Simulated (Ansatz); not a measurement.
ZnSnN2 (model structure, started from the MgZrN2 type, I4₁/amd, No. 141, 8 atoms in the cell), treated with PBEsol+SOC (Ansatz, an electronic-structure program, plane waves, PAW).

Input:

Ansatz 0.2 input:
```yaml
crystal:
  lattice:
    - [-2.1961731976, 2.1961731976, 4.65337583]
    - [2.1961731976, -2.1961731976, 4.65337583]
    - [2.1961731976, 2.1961731976, -4.65337583]
  atoms:
    - { symbol: Zn, position: [0.5, 0.5, 0.0] }
    - { symbol: Zn, position: [0.25, 0.75, 0.5] }
    - { symbol: Sn, position: [0.75, 0.25, 0.5] }
    - { symbol: Sn, position: [0.0, 0.0, 0.0] }
    - { symbol: N, position: [0.5160080474, 0.0160080474, 0.5] }
    - { symbol: N, position: [0.7660080474, 0.7660080474, 0.0] }
    - { symbol: N, position: [0.2339919526, 0.2339919526, 0.0] }
    - { symbol: N, position: [0.9839919526, 0.4839919526, 0.5] }
basis:
  ecutwfc: 520
  ecutrho_ratio: 4
  xc_grid: 2
kpoints:
  mp_grid: { grid: [12, 12, 12] }
  band_path:
    path:
      - [0.0, 0.0, 0.0]
      - [0.0, 0.0, 0.05]
      - [0.0, 0.0, 0.1]
      - [0.0, 0.0, 0.15]
      - [0.0, 0.0, 0.2]
      - [0.0, 0.0, 0.25]
      - [0.0, 0.0, 0.3]
      - [0.0, 0.0, 0.35]
      - [0.0, 0.0, 0.4]
      - [0.0, 0.0, 0.45]
      - [0.0, 0.0, 0.5]
      - [0.125, 0.125, 0.375]
      - [0.25, 0.25, 0.25]
      - [0.208333, 0.291667, 0.208333]
      - [0.166667, 0.333333, 0.166667]
      - [0.125, 0.375, 0.125]
      - [0.083333, 0.416667, 0.083333]
      - [0.041667, 0.458333, 0.041667]
      - [0.0, 0.5, 0.0]
      - [0.0, 0.428571, 0.0]
      - [0.0, 0.357143, 0.0]
      - [0.0, 0.285714, 0.0]
      - [0.0, 0.214286, 0.0]
      - [0.0, 0.142857, 0.0]
      - [0.0, 0.071429, 0.0]
      - [0.083333, 0.083333, -0.083333]
      - [0.166667, 0.166667, -0.166667]
      - [0.25, 0.25, -0.25]
      - [0.333333, 0.333333, -0.333333]
      - [0.416667, 0.416667, -0.416667]
      - [0.5, 0.5, -0.5]
      - [0.461137, 0.538863, -0.461137]
      - [0.422274, 0.577726, -0.422274]
      - [0.383411, 0.616589, -0.383411]
      - [0.344548, 0.655452, -0.344548]
      - [0.305685, 0.694315, -0.305685]
      - [-0.305685, 0.305685, 0.305685]
      - [-0.267474, 0.267474, 0.267474]
      - [-0.229264, 0.229264, 0.229264]
      - [-0.191053, 0.191053, 0.191053]
      - [-0.152842, 0.152842, 0.152842]
      - [-0.114632, 0.114632, 0.114632]
      - [-0.076421, 0.076421, 0.076421]
      - [-0.038211, 0.038211, 0.038211]
      - [-0.11137, 0.11137, 0.5]
      - [0.5, 0.5, -0.11137]
      - [0.5, 0.5, -0.166888]
      - [0.5, 0.5, -0.222407]
      - [0.5, 0.5, -0.277926]
      - [0.5, 0.5, -0.333444]
      - [0.5, 0.5, -0.388963]
      - [0.5, 0.5, -0.444481]
    npoints: 1
hamiltonian:
  xc: pbesol
  dispersion: none
  pseudopotentials: { kind: paw }
scf:
  occupations: { method: fermi_dirac, width: 0.01 }
  convergence: { dr2_threshold: 0.0000000008 }
output:
  forces: true
  stress: true
  eigenvalues: true
  write_bands: true
magnetization:
  noncollinear: true
  spin_orbit: true
```

The run printed, among other lines:

```
Crystal: 8 atoms, lattice volume = 89.776 Å³
Basis set: ecut = 520 eV, 2437 PW (Γ), exchange–correlation on 90×90×90 points (8 copies of the dense FFT grid, shifted against one another)
Bands: 88, of which v1, the nominal top of the filled ones, is band 72 counted from 1 (71 counted from 0)
Symmetry: 16 space group operations + 16 with time reversal
k-points: 163 of 1728
Initial density: superposition of atomic densities (chi_scale 0.1, normalization cell, long waves kept (reshape's long-wave potential 0.01 eV rms))
Functional: x = pbesol(κ = 0.804, μ = 0.12345679012345678), c = pbesol(β = 0.046)
spin=Noncollinear: Resta preconditioning applied to the charge; magnetization (m_x, m_y, m_z) channels mix plain (no charge-response kernel on spin).
SCF 1 converged in 11 iterations: F = -19978.205202 eV  dr2 = 6.76e-11
SCF converged after 11 iterations
Free energy (F): -19978.205202 eV
Internal energy: -19978.205140 eV  (E = F + TS)
E sigma→0 (E₀):  -19978.205171 eV
Fermi energy:    13.279679 eV
--- Forces (eV/Å), atoms counted from 1 ---
  atom   1  Zn    -0.00000000     0.00000000     0.00000000
  atom   2  Zn     0.00000000     0.00000000     0.00000000
  atom   3  Sn     0.00000000     0.00000000     0.00000000
  atom   4  Sn     0.00000000     0.00000000     0.00000000
  atom   5  N      0.00000000    -0.00000000     0.00308940
  atom   6  N     -0.00000000    -0.00000000     0.00308940
  atom   7  N      0.00000000    -0.00000000    -0.00308940
  atom   8  N     -0.00000000    -0.00000000    -0.00308940
--- Stress (GPa, compression-positive) ---
       -0.036499       0.000000       0.000000
        0.000000      -0.036499      -0.000000
        0.000000       0.000000      -0.053703
  P = ⅓ Tr σ = -0.0422 GPa (-0.422 kbar)
```

The PAW data were made under PBE.

Note: the relaxation could raise the start's symmetry but not lower it, so the cell can be a saddle point.

Cost on a shared machine: roughly 7 core-minutes.

A model structure was made by putting elements into a prototype or built by hand; it is no filed structure, need not be a known phase, and can be a saddle point held by its symmetry.
